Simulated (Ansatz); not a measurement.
Defect migration in corundum: interstitial Al, charge state +3. The step: Al moves alone to another site; the atom moves 1.13 Å along (0.00, 0.00, -0.09) of the unit cell; the moving atom starts with neighbours 3 O at 1.82, 3 O at 2.10 Å and ends with 3 O at 1.78, 3 O at 2.21 Å. A PBE band in Ansatz (plane-wave PAW, the Γ point alone, 120 host sites, 55 SCF runs with any check of the saddle's order, static, no finite-size correction) gives a forward barrier of 0.99 eV. The program found a first-order saddle point. The charge state is imposed; whether it is stable for some Fermi level was not computed. Sites that were not tried may lie lower.

Single points at the band's start and saddle point can refine it. Rough cost of one point, in units of the band's mean SCF on the same machine:

```tsv
Level	Cost of one point
PBE, a 2×2×2 k-point mesh shifted by half a step along c	about 7
r2SCAN at 500 eV, the Γ point alone	about 3
```

Task: Which of these move the barrier by more than 0.1 eV, and how far does each move it?

Result: Not one does. PBE, a 2×2×2 k-point mesh shifted by half a step along c: 0.00 eV; r2SCAN at 500 eV, the Γ point alone: +0.03 eV. Each functional is compared with PBE at the same k-points.

Ansatz is a program for electronic structure.
